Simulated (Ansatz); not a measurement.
Results of PBEsol (Ansatz, an electronic-structure program, plane waves, PAW) for Al₃V (model structure, started from the A15 type, Pm-3n, No. 223, 8 atoms in the cell).

Numerical settings: plane-wave cutoff 520 eV, 12×12×12 k mesh, Fermi–Dirac smearing 0.05 eV, spin-polarised with parallel moments, scalar-relativistic PAW data made under PBE.

Cell (relaxed at this level):

```xyz
8
Lattice="4.9588 0.0000 0.0000 0.0000 4.9588 0.0000 0.0000 0.0000 4.9588" Properties=species:S:1:pos:R:3 pbc="T T T"
Al     1.2397     0.0000     2.4794
Al     3.7191     0.0000     2.4794
Al     0.0000     2.4794     1.2397
Al     0.0000     2.4794     3.7191
Al     2.4794     1.2397     0.0000
Al     2.4794     3.7191     0.0000
V      0.0000     0.0000     0.0000
V      2.4794     2.4794     2.4794
```
Starting moments (μB, in the order of the record's atoms Al Al Al Al Al Al V V): 0.0 0.0 0.0 0.0 0.0 0.0 2.0 2.0.

Question: Predict the bulk modulus B0.

Answer: 
- bulk modulus B0 = 114 GPa

The run finds no gap.

Note: the magnetic order was assumed, not searched for or taken from measurement; the bulk modulus is −V dP/dV from two relaxed cells at ±2 % in volume; the moments ended far under their starting size, a low-moment state that need not be the lowest; the relaxation could raise the start's symmetry but not lower it, so the cell can be a saddle point.

The computed numbers hold no vibrational or temperature effects.

It cost roughly 2.3 core-minutes of CPU time.

A model structure was made by putting elements into a prototype or built by hand; it is no filed structure, need not be a known phase, and can be a saddle point held by its symmetry.
